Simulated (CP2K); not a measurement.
Checking a run of CP2K on Cs₂TlSbF₆ (Fm-3m, 10 atoms in the cell). The aim is a self-consistent single point with DFT LDA (Pade form), GPW, DZVP-MOLOPT-SR-GTH basis, GTH-PADE potentials (GTH_POTENTIALS).

Cell that was meant: a = 6.9556 Å, b = 6.9556 Å, c = 6.9556 Å, α = 60.00°, β = 60.00°, γ = 60.00°.

Part of the input:

```
      SCF_GUESS ATOMIC
      EPS_SCF 1E-6
      MAX_SCF 100
      ADDED_MOS 14
      &DIAGONALIZATION
        ALGORITHM STANDARD
      &END DIAGONALIZATION
[...]
      F        0.77529000     0.22471000     0.77529000
      F        0.22471000     0.22471000     0.77529000
      F        0.77529000     0.77529000     0.22471000
      F        0.27439200     0.69337900     0.77355000
    &END COORD
    &KIND Cs
      BASIS_SET DZVP-MOLOPT-SR-GTH
```

Output (repeated stretches shortened):

```
 GLOBAL| Method name                                                        CP2K
   [... lines left out ...]
                           85                85.000                        1.000

 Number of electrons:                                                         85
 Number of occupied orbitals:                                                 43
 Number of molecular orbitals:                                                57

 Number of orbital functions:                                                157
 Number of independent orbital functions:                                    157
 SCF WAVEFUNCTION OPTIMIZATION

  Step     Update method      Time    Convergence         Total energy    Change
     1 NoMix/Diag. 0.20E+00      -     1.14041873      -260.0515437779 -2.60E+02
     2 Broy./Diag. 0.20E+00      -     2.66055044      -254.4980444019  5.55E+00
     3 Broy./Diag. 0.20E+00      -     0.22467427      -249.2856268559  5.21E+00
     4 Broy./Diag. 0.20E+00      -     0.55035940      -254.2694356638 -4.98E+00
     5 Broy./Diag. 0.20E+00      -     0.81404549      -258.7269962035 -4.46E+00
     6 Broy./Diag. 0.20E+00      -     0.13112901      -255.3279851821  3.40E+00
   [... 9 lines left out ...]
    16 Broy./Diag. 0.20E+00      -     0.00002331      -256.6467140081  1.22E-04
    17 Broy./Diag. 0.20E+00      -     0.00000699      -256.6467907790 -7.68E-05
    18 Broy./Diag. 0.20E+00      -     0.00000713      -256.6467551341  3.56E-05
    19 Broy./Diag. 0.20E+00      -     0.00000043      -256.6467760267 -2.09E-05
  *** SCF run converged in    19 steps ***

  Overlap energy of the core charge distribution:               0.11578354182437
  Self energy of the core charge distribution:               -626.04241629644412
  Core Hamiltonian energy:                                    179.22336258675506
  Hartree energy:                                             237.31467520279338
  Exchange-correlation energy:                                -47.25789063854673
  Electronic entropic energy:                                  -0.00029042317100
  Fermi energy:                                                 0.19727638640557

  Total energy:                                              -256.64677602674897
  Total energy (extrapolated to T->0):                       -256.64663081516346

   [... lines left out ...]
 STRESS|                        x                   y                   z
 STRESS|      x        3.80135121628E+04  -5.91189921170E+05  -1.13531143499E+04
 STRESS|      y       -5.91189921170E+05   5.37244242945E+06   1.08928150426E+05
 STRESS|      z       -1.13531143499E+04   1.08928150426E+05  -5.47515022939E+03
 STRESS| 1/3 Trace                                             1.80166026380E+06
```

Question: Can these results be used? Check the input.

Answer: The run is not sound. The fault is one atom entered twice. Two nuclei at or near one point give a huge ion-ion repulsion and overlapping cores, and the electron count is too high as well. To fix it, remove the duplicate atom. The run converged in 19 iterations without an error; against the sound input the pressure goes from -3.35 to 180.2 GPa, the largest force goes from 0.035 to 1622 eV/Å and no clean gap remains on the mesh (levels overlap or are partly filled), against 2.35 eV before. The full log also holds: “WARNING in particle_methods.F:720 :: The distance between the atoms 6  and 11 is only 0.500 angstrom and thus smaller than the threshold of  0.500 angstrom”.

The sound input it was made from differs as follows (other fixes are possible):
```diff
-      ADDED_MOS 14
+      ADDED_MOS 13
-      F        0.27439200     0.69337900     0.77355000
```

With that input, the run converged in 14 iterations: free energy E − TS -6574.8414 eV; top of the valence band (on the code's own zero) 2.79 eV; gap on the k-point mesh 2.35 eV; pressure -3.35 GPa; largest force (vector length) 0.035 eV/Å (DFT LDA (Pade form), GPW, DZVP-MOLOPT-SR-GTH basis, GTH-PADE potentials (GTH_POTENTIALS)).

On the sound input: the starting cell comes from a database of computed structures (which also holds hypothetical and non-ambient phases and stackings), without a prior relaxation at this level. Spin-orbit coupling is off. Values carry the incompleteness of an atom-centred basis. With a pressure of about -3 GPa the cell is away from its equilibrium volume at this level.
